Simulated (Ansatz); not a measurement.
The starting structures come from a database of crystals and need not be the phases stable at ambient conditions.

By PBEsol, the system below comes out a metal.

Data:

```xyz
2
Lattice="3.0869 0.0000 0.0000 0.0000 4.3655 0.0000 0.0000 2.1827 2.1827" Properties=species:S:1:pos:R:3 pbc="T T T"
Mg     0.0000     0.0000     0.0000
Rh     1.5434     2.1827     0.0000
```

The cell is taken as given; by PBEsol it stands under a pressure of -0.5 GPa.

The current flows along the normal of the first two printed cell vectors, the (110) plane of the conventional cell. No spin-orbit coupling; the value is a mean over 0.1 eV about the Fermi level.

### Question
State the ballistic conductance per area according to PBEsol in Ansatz (an electronic-structure program).

### Answer
0.96 × 10¹⁵ S/m² for both spins.
